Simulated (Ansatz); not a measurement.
Start from SiC in the zinc blende structure (space group F-43m, No. 216).

SiC is modelled in the cubic space group F-43m (No. 216), the zinc blende structure, Pearson symbol cF8. Cell: a = 4.356 Å, b = 4.356 Å, c = 4.356 Å, α = 90.00°, β = 90.00°, γ = 90.00°. C on 4c sees 4 Si at 1.886 Å (tetrahedral). Si on 4a is coordinated by 4 C at 1.886 Å (tetrahedral). (Neighbours: up to the widest gap in distance over summed covalent radii, below 1.35, at either atom.)
(The calculation used a cell of 2 atoms; values per cell refer to that cell.)

All numbers come from plane-wave PAW DFT at the r2SCAN level (Ansatz, a quantum-chemistry and plane-wave program, 500 eV), spin-orbit coupling left out.

One change was made to it. Results:

```json
[
 {"quantity": "smallest direct gap", "base": "5.05 eV", "after": "5.07 eV"},
 {"quantity": "electron mass", "base": "0.64 mₑ along k, 0.23 mₑ across (at X)", "after": "0.63 mₑ along k, 0.22 mₑ across (at X)"},
 {"quantity": "band gap", "base": "1.71 eV", "after": "1.70 eV"},
 {"quantity": "volume per atom", "base": "10.33 Å³", "after": "10.14 Å³"}
]
```

Task: Name the change that was made.
A) pressure −1 GPa
B) pressure 30 GPa
C) pressure −2 GPa
D) pressure 4.5 GPa
E) pressure 2.1 GPa

Result: D, pressure 4.5 GPa. For comparison, the electron mass in the other runs: pressure −1 GPa gives 0.64 mₑ along k, 0.23 mₑ across (at X); pressure 30 GPa gives 0.61 mₑ along k, 0.22 mₑ across (at X); pressure −2 GPa gives 0.64 mₑ along k, 0.23 mₑ across (at X); pressure 2.1 GPa gives 0.64 mₑ along k, 0.23 mₑ across (at X).

Load acts through the strain it causes; cell and atoms are relaxed under it. Effective masses come from finite differences of ±0.01 Å⁻¹. Along k means along the line from Γ to the band edge. Stability against distortions was not tested. No other phases were tried under pressure.
